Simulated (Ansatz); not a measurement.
For Al3Pt2 (P-3m1, No. 164; structure not from a measured cell), PBEsol in Ansatz (PAW) gives:

- lattice constant a: 4.205 Å
- lattice parameter c: 5.184 Å

### Question
What does r²SCAN in Ansatz (plane waves, PAW) give for the same quantities?

### Answer

- lattice constant a: 4.211 Å (increases by 0.1 %)
- lattice parameter c: 5.191 Å (grows by 0.1 %)

Changes are worked out from the printed values.

Unless a cell is named, each level is at its own relaxed cell (PBEsol 15.87, r²SCAN 15.94 Å³/atom).

Levels without +SOC leave out spin–orbit coupling, which shifts energies and cells of such heavy elements.

Caveats: the relaxation could not lower the start's symmetry, so the cell can be a saddle point above a distorted one (PBEsol, r²SCAN). Ansatz's density-functional and Hartree–Fock values are scalar-relativistic unless marked +SOC, with PAW data made under PBE.

Ansatz is a first-principles code.
